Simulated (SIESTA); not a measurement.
**SIESTA run on SrNi₂As₂ (I4/mmm, 5 atoms in the cell): self-consistent single point**

Method of the run: LDA PW92, numerical atomic orbitals DZP, PseudoDojo LDA standard norm-conserving potentials (rewritten from UPF to PSML) run with SIESTA 5.4.2.

This input was run:

```
# files in the folder: Sr.psml Ni.psml As.psml (PseudoDojo LDA standard)
SystemName  Sr(NiAs)2
SystemLabel Sr(NiAs)2

NumberOfAtoms                5
NumberOfSpecies              3
%block ChemicalSpeciesLabel
  1 38 Sr
  2 28 Ni
  3 33 As
%endblock ChemicalSpeciesLabel
LatticeConstant              1.0 Ang
%block LatticeVectors
    -2.046813000    2.046813000    5.523078000
     2.046813000   -2.046813000    5.523078000
     2.046813000    2.046813000   -5.523078000
%endblock LatticeVectors
AtomicCoordinatesFormat      Ang
%block AtomicCoordinatesAndAtomicSpecies
     0.000000000    0.000000000    0.000000000  1
     0.000000000    2.046813000    2.761539000  2
     2.046813000    0.000000000    2.761539000  2
     0.000000000   -0.000000000    7.127753082  3
    -0.000000000    0.000000000    3.918402918  3
%endblock AtomicCoordinatesAndAtomicSpecies

XC.functional                LDA
XC.authors                   PW92
PAO.BasisSize                DZP
PAO.EnergyShift              0.01 Ry
MeshCutoff                   400 Ry
%block kgrid.MonkhorstPack
    5   0   0  0.0
    0   5   0  0.0
    0   0   5  0.0
%endblock kgrid.MonkhorstPack
OccupationFunction           FD
ElectronicTemperature        100.0 meV

MaxSCFIterations             150
SCF.Mixer.Method             Broyden
SCF.Mixer.Weight             0.2
SCF.Mixer.History            6
SCF.DM.Tolerance             1.0E-05
Diag.ParallelOverK           true
WriteForces                  true
```

Log, with long lists cut:

```
reinit: Reading from file input.fdf

reinit: System Name: Sr(NiAs)2
reinit: System Label: Sr(NiAs)2

coor:   Atomic-coordinates input format  =     Cartesian coordinates
coor:                                          (in Angstroms)

siesta: Atomic coordinates (Bohr) and species
siesta:      0.00000   0.00000   0.00000  1        1
siesta:      0.00000   3.86792   5.21855  2        2
siesta:      3.86792   0.00000   5.21855  2        3
siesta:      0.00000  -0.00000  13.46950  3        4
siesta:     -0.00000   0.00000   7.40471  3        5

siesta: System type = bulk

initatomlists: Number of atoms, orbitals, and projectors:      5    83    90

siesta: ******************** Simulation parameters ****************************
redata: Spin configuration                          = none
redata: Time-Reversal Symmetry                      = T
redata: Number of Atomic Species                    =        3
redata: Mesh Cutoff                                 =   400.0000 Ry
redata: Net charge of the system                    =     0.0000 |e|
redata: Min. number of SCF Iter                     =        0
redata: Max. number of SCF Iter                     =      150
redata: SCF convergence failure will abort job
redata: SCF mix quantity                            = Hamiltonian
redata: Mix DM or H after convergence               =   F
redata: Recompute H after scf cycle                 =   F
redata: Mix DM in first SCF step                    =   T
redata: No kicks to SCF
redata: DM Mixing Weight for Kicks                  =     0.5000
redata: Require Harris convergence for SCF          =   F
redata: Harris energy tolerance for SCF             =     0.000100 eV
redata: Require DM convergence for SCF              =   T
redata: DM tolerance for SCF                        =     0.000010
redata: Require EDM convergence for SCF             =   F
redata: EDM tolerance for SCF                       =     0.001000 eV
redata: Require H convergence for SCF               =   T
redata: Hamiltonian tolerance for SCF               =     0.001000 eV
redata: Require (free) Energy convergence for SCF   =   F
redata: (free) Energy tolerance for SCF             =     0.000100 eV
redata: Using DFT-D3 dispersion                     =   F
redata: Using Saved Data (generic)                  =   F
redata: Method of Calculation                       = Diagonalization
redata: Electronic Temperature                      =  1160.4518 K
redata: Number of TDED substeps                     =        3
redata: Dynamics option                             = Single-point calculation
redata: Save all siesta data in one NC              =   F
redata: ***********************************************************************

%block SCF.Mixers
  Broyden
%endblock SCF.Mixers

%block SCF.Mixer.Broyden
  # Mixing method
  method broyden

  # Mixing options
  weight 0.2000
  weight.linear 0.2000
  weight.prime 0.2000
  history 6
%endblock SCF.Mixer.Broyden

DM_history_depth set to one: no extrapolation allowed by default for geometry relaxation
Size of DM history Fstack: 1
Total number of electrons:    76.000000
Total ionic charge:    76.000000

* ProcessorY, Blocksize:    1  64

* Orbital distribution balance (max,min):    83    83

 Kpoints in:           75 . Kpoints trimmed:           63

siesta: k-grid: Number of k-points = 63
siesta: k-points from Monkhorst-Pack grid
siesta: k-cutoff (effective) =    10.234 Ang
siesta: k-point supercell and displacements
siesta: k-grid:     5     0     0      0.000
siesta: k-grid:     0     5     0      0.000
siesta: k-grid:     0     0     5      0.000

diag: Algorithm                                     = D&C
diag: Parallel over k                               =   F
diag: Use parallel 2D distribution                  =   F
diag: Parallel block-size                           = 64
diag: Parallel distribution                         =     1 x     1
diag: Used triangular part                          = Lower
diag: Absolute tolerance                            =  0.100E-15
diag: Orthogonalization factor                      =  0.100E-05
diag: Memory factor                                 =  1.0000

superc: Internal auxiliary supercell:     7 x     7 x     7  =     343
superc: Number of atoms, orbitals, and projectors:   1715  28469  30870

                        Single-point calculation

superc: Internal auxiliary supercell:     7 x     7 x     7  =     343
superc: Number of atoms, orbitals, and projectors:   1715  28469  30870

outcell: Unit cell vectors (Ang):
       -2.046813    2.046813    5.523078
        2.046813   -2.046813    5.523078
        2.046813    2.046813   -5.523078

outcell: Cell vector modules (Ang)   :    6.235646    6.235646    6.235646
outcell: Cell angles (23,13,12) (deg):    141.6755    141.6755     55.3178
outcell: Cell volume (Ang**3)        :     92.5545
new_DM -- step:     1
Initializing Density Matrix...

Attempting to read DM from file... Failed...
DM filled with atomic data:

InitMesh: MESH = 64 x 64 x 54 = 221184
InitMesh: Mesh cutoff (required, used) =   400.000   404.092 Ry

stepf: Fermi-Dirac step function

        iscf     Eharris(eV)        E_KS(eV)     FreeEng(eV)     dDmax    Ef(eV) dHmax(eV)
   scf:    1   -15732.918506   -15793.486186   -15793.691276  1.338498 -2.137906 27.261218
   scf:    2   -15776.809548   -15812.852415   -15812.946307  0.819306 -4.553431 13.568803
   scf:    3   -15823.392874   -15820.608686   -15820.732833  0.279852 -3.918424  2.355959
   scf:    4   -15819.271798   -15820.466901   -15820.606628  0.128917 -3.605453  3.469330
   scf:    5   -15821.055364   -15820.913911   -15821.046814  0.064431 -3.778613  0.448633
   scf:    6   -15820.890642   -15820.904967   -15821.038956  0.019851 -3.748843  0.691804
   [... 3 lines left out ...]
   scf:   10   -15820.924767   -15820.924760   -15821.057331  0.000121 -3.786442  0.001797
   scf:   11   -15820.924766   -15820.924763   -15821.057331  0.000068 -3.786606  0.000805
   scf:   12   -15820.924765   -15820.924764   -15821.057331  0.000029 -3.786680  0.000478
   scf:   13   -15820.924765   -15820.924764   -15821.057331  0.000015 -3.786712  0.000307
   scf:   14   -15820.924765   -15820.924765   -15821.057331  0.000010 -3.786731  0.000190

SCF Convergence by DM+H criterion
max |DM_out - DM_in|         :     0.0000096646
max |H_out - H_in|      (eV) :     0.0001903269
SCF cycle converged after 14 iterations

Using DM_out to compute the final energy and forces

siesta: E_KS(eV) =           -15820.9248

siesta: E_KS - E_eggbox =    -15820.9248

siesta: Atomic forces (eV/Ang):
     1    0.000000   -0.000000   -0.000000
     2   -0.001224    0.001224    0.000000
     3    0.001224   -0.001224   -0.000000
     4   -0.000794   -0.000794    0.031853
     5    0.000794    0.000794   -0.031853
   Tot    0.000000   -0.000000   -0.000000
   Max    0.031853
   Res    0.011655    sqrt( Sum f_i^2 / 3N )
   Max    0.031853    constrained

Stress tensor Voigt[x,y,z,yz,xz,xy] (kbar):       57.18       57.18       65.70        0.01        0.01        0.14
(Free)E + p*V (eV/cell)   -15824.5245
Target enthalpy (eV/cell)   -15821.0573

siesta: Program's energy decomposition (eV):
siesta: Ebs     =     -2473.728999
siesta: Eions   =     19311.030538
siesta: Ena     =      1454.959545
siesta: Ekin    =      8720.940292
siesta: Enl     =     -4104.300860
siesta: Eso     =         0.000000
siesta: Edftu   =         0.000000
siesta: DEna    =        73.810432
siesta: DUscf   =         1.492866
siesta: DUext   =         0.000000
siesta: Ex      =     -2455.765775
siesta: Ec      =      -201.030727
siesta: Exc     =     -2656.796502
siesta: Eharris =    -15820.924765
siesta: Etot    =    -15820.924765
siesta: FreeEng =    -15821.057331

siesta: Stress tensor (static) (eV/Ang**3):
siesta:     0.035686    0.000087    0.000008
siesta:     0.000087    0.035686    0.000008
siesta:     0.000008    0.000008    0.041009

siesta: Cell volume =         92.554492 Ang**3

siesta: Pressure (static):
siesta:                Solid            Molecule  Units
siesta:          -0.00040800         -0.00041220  Ry/Bohr**3
siesta:          -0.03746068         -0.03784690  eV/Ang**3
siesta:         -60.01862808        -60.63741782  kBar
```

The run converged in 14 iterations.

The starting cell comes from a database of computed structures (which also holds hypothetical and non-ambient phases and stackings), without a prior relaxation at this level. Its lattice was rescaled by up to half a per cent. Spin polarisation is off, so a magnetic state, if there is one, cannot be reached. Values carry the incompleteness of an atom-centred basis. With a pressure of about -6 GPa the cell is away from its equilibrium volume at this level.

Cost on one core of a shared machine: roughly 90 s.
